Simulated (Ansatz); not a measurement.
The parent structure is BeTe in the zinc blende structure (space group F-43m, No. 216).

```
CELL_PARAMETERS angstrom
      0.00000     2.80228     2.80228
      2.80228     0.00000     2.80228
      2.80228     2.80228     0.00000
ATOMIC_POSITIONS crystal
  Te 0.75000 0.75000 0.75000
  Be 0.00000 0.00000 0.00000
```

Cartesian axes are those of the cell as printed.

Method: PBEsol (Ansatz, a quantum-chemistry and plane-wave program; PAW; 420 eV plane waves; no spin-orbit coupling), earlier PAW set.

For the base:

* **Pressure**: 0.01 GPa
* **Valence-band top at Γ**: 0.00, 0.00, 0.00 eV

It is then changed as follows: tensor shear ε_yz = −1.97 % (engineering shear γ = -0.0394); the atoms relax in the strained cell.

Problem. What does the calculation give for the energy relative to the base after the change?

Solution. The energy rises by 5.4 meV/atom.

Problem. Predict the new pressure.

Solution. The pressure (mean of the normal stresses, compression positive) stays essentially unchanged (0.01 GPa against 0.06 GPa).

Problem. What happens to the valence-band top at Γ?

Solution. The valence-band top at Γ (three highest levels, from the VBM) changes from 0.00, 0.00, 0.00 eV to 0.00, -0.19, -0.33 eV.

Spin-orbit coupling, missing from the scalar runs, can matter with Te. The levels and masses belong to the bands next to the band gap. Whether these cells are dynamically stable was not tested.
